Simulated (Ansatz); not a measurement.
Take SrTiO3 in the cubic perovskite structure (space group Pm-3m, No. 221; a = 3.854 Å) as the base. Axes: x, y, z lie along the cube axes.

Computed with Ansatz (an electronic-structure program), LDA, PAW, cutoff 420 eV, scalar-relativistic without spin-orbit coupling.

Base values:

```
Quantity    Result
--------  --------
Pressure  0.0 kbar
```

The change: compressive biaxial strain of 3.00 % in the plane normal to [001], as in epitaxy on a mismatched substrate; the out-of-plane cell vector and the atoms relax.

What does the calculation give for the out-of-plane strain and pressure after the change?

The out-of-plane strain amounts to +1.89 %; the pressure (mean of the normal stresses, compression positive) goes from zero to 101.6 kbar.

No phonon test of stability was made. All final runs are without spin polarisation. Many cubic perovskites are stable only at high temperature; tilts and polar distortions were not tested.
